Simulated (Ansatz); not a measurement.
## Convergence series on AlFe (Pm-3m, 2 atoms in the cell)

```xyz
2
Lattice="2.8131 0.0000 0.0000 0.0000 2.8131 0.0000 0.0000 0.0000 2.8131" Properties=species:S:1:pos:R:3 pbc="T T T"
Al     0.0000     0.0000     0.0000
Fe     1.4065     1.4065     1.4065
```
Moments meant for the start (each program seeds them in its own way; μB, in the order of the atoms Al Fe): 0.0 4.0.

Method of the run: PBE, PAW files (plane waves; Ansatz, an electronic-structure program).

The starting cell comes from a database of computed structures (which also holds hypothetical and non-ambient phases and stackings), without a prior relaxation at this level. Its lattice was rescaled by a random factor within 2.5 % of one. The moments shrank to a small part of their start, a low-spin state that need not be the lowest. In the base run, with a pressure of about 13 GPa the cell is away from its equilibrium volume at this level. Ansatz's pressure includes its estimate of the finite-basis (Pulay) stress.

Held fixed: kpoints.mp_grid.grid = 12 12 12; hamiltonian.xc = pbe; hamiltonian.pseudopotentials = {kind: paw} (the program's default PAW files); magnetization.spin_polarized = true; scf.occupations.method = cold; scf.occupations.width = 0.2 eV.

ΔF is the free energy per atom less that of the last row (16).

The series runs over basis.ecutrho_ratio = 2; 3; 4; 5; 6; 8; 10; 12; 16.

Task: From which setting on does the energy stay within 0.5 meV/atom of the last one?

Result: From basis.ecutrho_ratio = 3 on; the one before it is off by 0.69 meV/atom.

| basis.ecutrho_ratio | ΔF (meV/atom) | pressure (GPa) | size of the net moment (μB/atom) |
|---|---|---|---|
| 2 | -0.69 | 12.93 | 0.33 |
| 3 | -0.04 | 12.85 | 0.33 |
| 4 | -0.01 | 12.85 | 0.33 |
| 5 | 0.00 | 12.85 | 0.33 |
| 6 | 0.00 | 12.85 | 0.33 |
| 8 | 0.00 | 12.85 | 0.33 |
| 10 | 0.00 | 12.85 | 0.33 |
| 12 | 0.00 | 12.85 | 0.33 |
| 16 | 0.00 | 12.85 | 0.33 |

Keys are those of Ansatz 0.2.
